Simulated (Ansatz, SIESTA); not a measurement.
## NiGe (Pnma, 8 atoms in the cell) computed with different codes at matched settings

Self-consistent single point.

```
CELL_PARAMETERS angstrom
      5.29714     0.00000     0.00000
      0.00000     3.42987     0.00000
      0.00000     0.00000     5.73553
ATOMIC_POSITIONS crystal
  Ni 0.50554 0.25000 0.69073
  Ni 0.49446 0.75000 0.30927
  Ni 0.99446 0.75000 0.19073
  Ni 0.00554 0.25000 0.80927
  Ge 0.68966 0.25000 0.08698
  Ge 0.31034 0.75000 0.91302
  Ge 0.81034 0.75000 0.58698
  Ge 0.18966 0.25000 0.41302
```

Shared settings, as Ansatz (a program for electronic structure) writes them: kpoints.mp_grid.grid = 4 7 4; scf.occupations.method = fermi_dirac; scf.occupations.width = 0.05 eV. Potentials and cutoffs stand in the table.

```csv
code,model,pressure (GPa),largest force (eV/Å),cutoff
Ansatz,"PBE, PAW files",8.37,0.138,420 eV
SIESTA,"GGA PBE, numerical atomic orbitals DZP, PseudoDojo PBE standard norm-conserving potentials (rewritten from UPF to PSML)",10.78,0.293,grid 350 Ry
```

Size of the force on each atom (eV/Å): Sizes of forces hide their directions.

| code | Ni1 | Ni2 | Ni3 | Ni4 | Ge5 | Ge6 | Ge7 | Ge8 |
|---|---|---|---|---|---|---|---|---|
| Ansatz | 0.138 | 0.138 | 0.138 | 0.138 | 0.098 | 0.098 | 0.098 | 0.098 |
| SIESTA | 0.293 | 0.293 | 0.293 | 0.293 | 0.179 | 0.179 | 0.179 | 0.179 |

On Ansatz's run: spin polarisation is off.

The spread over the programs that give each value: pressure within 2.41 GPa; largest force within 0.155 eV/Å.

SIESTA uses small atom-centred bases, whose incompleteness enters pressures, forces and empty levels differently from a plane-wave cutoff. Ansatz's pressure is given at a fixed set of plane waves, as the other plane-wave codes print theirs; with its correction for the finite basis it is 8.46 GPa.

On the base mesh (4 5 3) the same programs gave: Ansatz pressure 8.42 GPa; SIESTA pressure 10.81 GPa.

The starting cell comes from a database of computed structures (which also holds hypothetical and non-ambient phases and stackings), without a prior relaxation at this level. Its lattice was rescaled by a random factor within 2.5 % of one.

Left out of this page: CP2K (on another mesh).

Keys are those of Ansatz 0.2.
